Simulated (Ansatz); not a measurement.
The structure below was relaxed with PBEsol/PAW in Ansatz (a program for electronic structure), scalar-relativistic without spin-orbit coupling.

```
CELL_PARAMETERS angstrom
      0.00000     2.38833     2.38833
      2.38833     0.00000     2.38833
      2.38833     2.38833     0.00000
ATOMIC_POSITIONS crystal
  Be 0.00000 0.00000 0.00000
  Ti 0.50000 0.50000 0.50000
```

Problem. Find the space group and the Wyckoff positions.

Solution. Space group Fm-3m (No. 225); a = 4.7767 Å, b = 4.7767 Å, c = 4.7767 Å, α = 90.00°, β = 90.00°, γ = 90.00°

| atom | site | symmetry | x | y | z |
|---|---|---|---|---|---|
| Be | 4a | m-3m | 0.0000 | 0.0000 | 0.0000 |
| Ti | 4b | m-3m | 0.5000 | 0.5000 | 0.5000 |

Whether these cells are dynamically stable was not tested. The final runs are not spin-polarised. The cell was made from TiC by this change: C → Be; the result is a hypothetical phase, not in the database extracts checked. TiBe has a high density of states at the Fermi level and may be magnetic at this level.
